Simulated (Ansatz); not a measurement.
# InP (model structure, started from the PtS type, P4₂/mmc, No. 131, 4 atoms in the cell): formation enthalpy by level of theory

No measured value is used here.

| level (code) | value (eV/atom) |
|---|---|
| PBE (Ansatz) | 0.274 |
| PBEsol (Ansatz) | 0.301 |
| PBE-D3(BJ) (Ansatz) | 0.325 |

Density-functional levels without +SOC have no spin–orbit coupling, which shifts binding energies of heavy elements. PBE, PBEsol, PBE-D3(BJ): an element's reference phase differs from the standard state of thermochemical tables. Each level is taken at its own relaxed cell. Ansatz's density-functional and Hartree–Fock values are scalar-relativistic unless marked +SOC, with PAW data made under PBE.

A model structure was made by putting elements into a prototype or built by hand; it is no filed structure, need not be a known phase, and can be a saddle point held by its symmetry.

Ansatz is a program for electronic structure.
